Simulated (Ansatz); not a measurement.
**Quick settings and what they miss: the (001) slab of MgIr (cut from a parent of space group no. 51; 8 atoms in the cell)**

Self-consistent single point.

```
IrMg
1.0
    3.18066     0.00000     0.00000
    0.00000     4.49922     0.00000
    0.00000     0.00000    16.76030
Mg Ir
4 4
Direct
  0.50000   0.75000   0.43830
  0.50000   0.25000   0.29832
  0.50000   0.75000   0.70168
  0.50000   0.25000   0.56170
  0.00000   0.25000   0.42949
  0.00000   0.75000   0.30714
  0.00000   0.25000   0.69286
  0.00000   0.75000   0.57051
```

Method of the run: LDA (PW92), PAW files made with PBE (plane waves; Ansatz, a program for electronic structure).

Base settings: basis.ecutwfc = 420 eV; kpoints.mp_grid.grid = 7 5 1; hamiltonian.xc = lda; hamiltonian.pseudopotentials = {kind: paw} (the program's default PAW files); scf.occupations.method = cold; scf.occupations.width = 0.136 eV; efield.axis = 3; efield.dipole_correction = true.

Tight run (finer mesh or higher cutoff; not a proven limit): basis.ecutwfc: 420 eV → 590 eV; kpoints.mp_grid.grid: 7 5 1 → 10 7 1; scf.convergence.dr2_threshold: default (1e-07 eV) → 1e-09 eV. It gave Fermi level (on the code's own zero) 5.34 eV; largest force (vector length) 1.182 eV/Å.

Quick runs, as changes from the base:
- A: the base itself
- B: basis.ecutwfc: 420 eV → 295 eV; kpoints.mp_grid.grid: 7 5 1 → 8 8 1; scf.occupations.method: cold → gaussian; scf.occupations.width: 0.136 eV → 0.2 eV
- C: basis.ecutwfc: 420 eV → 250 eV; kpoints.mp_grid.grid: 7 5 1 → 1 1 1; scf.convergence.dr2_threshold: default (1e-07 eV) → 0.001 eV
- D: basis.ecutwfc: 420 eV → 210 eV; kpoints.mp_grid.grid: 7 5 1 → 2 2 1
- E: basis.ecutwfc: 420 eV → 210 eV; kpoints.mp_grid.grid: 7 5 1 → 8 8 1; scf.occupations.method: cold → methfessel_paxton; scf.occupations.width: 0.136 eV → 0.272 eV; scf.convergence.dr2_threshold: default (1e-07 eV) → 0.0001 eV
- F: basis.ecutwfc: 420 eV → 250 eV; kpoints.mp_grid.grid: 7 5 1 → 3 3 1; scf.occupations.method: cold → fermi_dirac; scf.occupations.width: 0.136 eV → 0.2 eV

Energies are extrapolated to zero smearing width, which holds to low order in the width alone.

The count of work is k-points × plane waves × bands × iterations; it is no time. 

The starting cell comes from a database of computed structures (which also holds hypothetical and non-ambient phases and stackings), without a prior relaxation at this level. The slab is cut from that crystal, and its faces are unrelaxed. Its lattice was rescaled in the plane by a random factor within 2.5 % of one. Spin polarisation is off. In the base run, forces exceed 1 eV/Å.

| run | energy less tight (meV/atom) | largest miss in a force vector (eV/Å) | count of work / tight |
|---|---|---|---|
| A | -2.0 | 0.040 | 0.25 |
| B | 78.7 | 0.035 | 0.31 |
| C | 304.9 | 0.420 | 0.0094 |
| D | 3490.1 | 0.527 | 0.033 |
| E | 3126.0 | 0.668 | 0.15 |
| F | 635.5 | 0.161 | 0.036 |

Among the runs at the tight run's level, the energy misses run from 2.0 to 3490.1 meV/atom.

Keys are those of Ansatz 0.2.
